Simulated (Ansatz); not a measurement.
I on the 1x1 (111) surface of fcc Ni, ferromagnetic, one in a 2x2 cell, energies for each (21.5 Å²). Energies are against ½ I2(g), without zero-point or thermal terms; each row is named by its start.

Computed with PBE (plane waves to 420 eV, PAW; Ansatz, a quantum-chemistry and plane-wave program).

Set-up: 17 atoms, 6.0 Å thick at the start under the adsorbate (thin: gaps and levels are the slab's own); mesh 7x7x1; 0.1 eV smearing; dipole correction on; 8 atoms held, the rest relaxed; each run with such symmetry as its start has; spin-polarised, no spin-orbit, no U, no dispersion correction.

A negative adsorption energy means that the adsorbate is more stable on the surface than in its reference. Starts that drift may end in the same place. Heights count from the host atoms within 0.3 Å of the top one.

```csv
starting site,E_ads (eV),height (Å),nearest host atom (Å),bonded to,Δ work function (eV),lateral drift (Å),moment (μB)
top Ni,-1.35,2.41,Ni 2.42,Ni,-0.02,0.0,10.5
hollow Ni-Ni-Ni over Ni at depth 2.0 Å,-1.78,2.15,Ni 2.58,3 Ni,-0.70,0.0,10.4
hollow Ni-Ni-Ni over Ni at depth 4.0 Å,-1.80,2.15,Ni 2.58,3 Ni,-0.72,0.0,10.4
bridge Ni-Ni (span 2.5 Å),-1.80,2.15,Ni 2.58,3 Ni,-0.72,0.7,10.4
```
